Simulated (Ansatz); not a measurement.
A self-consistent single point of TaFe3 (Pm-3n, 8 atoms in the cell) with Ansatz (a first-principles code).

Level of theory: LDA (PW92), default PAW files made with PBE (plane waves; Ansatz).

```
TaFe3
1.0
    4.31340     0.00000     0.00000
    0.00000     4.31340     0.00000
    0.00000     0.00000     4.31340
Fe Ta
6 2
Cartesian
  1.07835   0.00000   2.15670
  3.23505   0.00000   2.15670
  0.00000   2.15670   1.07835
  0.00000   2.15670   3.23505
  2.15670   1.07835   0.00000
  2.15670   3.23505   0.00000
  0.00000   0.00000   0.00000
  2.15670   2.15670   2.15670
```
Moments meant for the start (each program seeds them in its own way; μB, in the order of the atoms Fe Fe Fe Fe Fe Fe Ta Ta): 4.0 4.0 4.0 4.0 4.0 4.0 0.0 0.0.

Reference input (self-consistent single point, DFT, LDA (PW92), plane waves, default PAW files made with PBE): kpoints.mp_grid.grid = 5 5 5; hamiltonian.xc = lda; hamiltonian.pseudopotentials = {kind: paw} (the program's default PAW files); magnetization.spin_polarized = true; scf.occupations.method = methfessel_paxton; scf.occupations.width = 0.2 eV. This run's input differs from it in these lines:

```diff
@@ -24,2 +24,3 @@
   occupations: { method: methfessel_paxton, width: 0.2 }
+  mixing: { algorithm: broyden, beta_mag: 1.0 }
 output:
```

The program printed (abridged):

```
SCF iter   1: F=—  HF=-45889.274487 eV  |F-HF|=—  |Δ(HF+E_count)|=         —  Δρ=3.61e-1 (↑3.61e-1 ↓1.74e-1)  dr2=2.53e1  dr2_m=5.10e1  M=7.551 μB ∫|m|=8.016 μB  β_m=0.44  ethr=3.10e-3  ⟨swp⟩=5.1  Hψ=5944  notcnv=0  defer=16
Mixer restart at iter 1: flushing history
all-band conjugate gradients solve this SCF's bands
preconditioner: auto → Kerker (q_TF=auto, 2.926 Å⁻¹)
   [... lines left out ...]
iter 29 did not close the SCF: its close was put off for a magnetic moment that had not settled (scf_convergence_deferred on its scf_iter line)
SCF iter  29: F=-45881.860844 eV  HF=-45881.860844 eV  |F-HF|=4.29e-10  |Δ(HF+E_count)|=   2.72e-8  S|Δr|=    0.00e0  Δρ=1.43e-6 (↑1.43e-6 ↓1.11e-6)  dr2=7.00e-10  dr2_m=8.33e-10  M=-0.000 μB ∫|m|=0.000 μB  β_m=1.00  ethr=1.02e-12  ⟨swp⟩=1.1  [...]
SCF iter  30: F=-45881.860844 eV  HF=-45881.860844 eV  |F-HF|=8.73e-11  |Δ(HF+E_count)|=  6.18e-10  S|Δr|=    0.00e0  Δρ=2.09e-7 (↑1.82e-7 ↓2.09e-7)  dr2=9.80e-12  dr2_m=1.27e-11  M=-0.000 μB ∫|m|=0.000 μB  ethr=1.00e-12  ⟨swp⟩=1.0  Hψ=3911  notcnv=0
SCF 1 converged in 30 iterations: F = -45881.860844 eV  dr2 = 9.80e-12
Crystal: 8 atoms, lattice volume = 80.252 Å³
Initial density: read from a saved state, or passed on in memory by an earlier SCF of this step, an earlier step, the calling program or the single point that …
Starting moments: Σ|m| = 24 μB on 6 of 8 sites; this step starts from the density that it was given
Initial wavefunctions: those read from a saved state, or passed on in memory by an earlier step or the calling program
iter 1 solved again at ethr=1.78e-7 eV; its pass at ethr=3.10e-3 eV (dr2=2.18e-4 eV) is discarded
SCF iter   1: F=—  HF=-45882.074227 eV  |F-HF|=—  |Δ(HF+E_count)|=         —  Δρ=6.36e-4 (↑6.36e-4 ↓6.36e-4)  dr2=2.18e-4  dr2_m=2.21e-11  M=-0.000 μB ∫|m|=0.000 μB  β_m=1.00  ethr=1.78e-7  ⟨swp⟩=1.0  Hψ=4960  notcnv=0
   [... lines left out ...]
preconditioner: auto → Kerker (q_TF=auto, 2.926 Å⁻¹)
spin=Collinear: Kerker preconditioning applied to the charge; magnetization (m = ρ↑ − ρ↓) channel mixes plain (no charge-response kernel on spin).
Crystal: 8 atoms, lattice volume = 80.252 Å³
preconditioner: auto → Kerker (q_TF=auto, 2.926 Å⁻¹)
spin=Collinear: Kerker preconditioning applied to the charge; magnetization (m = ρ↑ − ρ↓) channel mixes plain (no charge-response kernel on spin).
Crystal: 8 atoms, lattice volume = 80.252 Å³
preconditioner: auto → Kerker (q_TF=auto, 2.926 Å⁻¹)
spin=Collinear: Kerker preconditioning applied to the charge; magnetization (m = ρ↑ − ρ↓) channel mixes plain (no charge-response kernel on spin).
Crystal: 8 atoms, lattice volume = 80.252 Å³
preconditioner: auto → Kerker (q_TF=auto, 2.926 Å⁻¹)
   [... lines left out ...]
  atom   1  Fe    -0.00000000     0.00000000    -0.00000000
   [... zero for the other atoms too ...]
--- Stress (GPa, compression-positive) ---
       64.265566       0.000000       0.000000
        0.000000      64.265566       0.000000
        0.000000       0.000000      64.265566
  P = ⅓ Tr σ = 64.2656 GPa (642.656 kbar)
  The stress holds the Pulay correction. Without it, at fixed plane waves, as pw.x and ABINIT print it: P = 63.9897 GPa
```

The run converged, with 64 iterations in all over 5 SCF loops. Against the reference run the free energy goes up by 5.6 meV/atom, the pressure goes from 70.86 to 64.27 GPa and the size of the net moment goes from 1.02 to 0.52 μB/atom. The full log also holds: “iter 28 did not close the SCF: its close was put off for a magnetic moment that had not settled (scf_convergence_deferred on its scf_iter line)”. The full log also holds: “iter 29 did not close the SCF: its close was put off for a magnetic moment that had not settled (scf_convergence_deferred on its scf_iter line)”.

The starting cell was generated: these elements placed on a structure prototype, without a prior relaxation; it need not be a known phase or ordering of this composition. The moments shrank to a small part of their start, a low-spin state that need not be the lowest. With a pressure of about 64 GPa the cell is away from its equilibrium volume at this level. Ansatz's pressure includes its estimate of the finite-basis (Pulay) stress.

Cost on one core of a shared machine: roughly 2 min.

Keys are those of Ansatz 0.2.
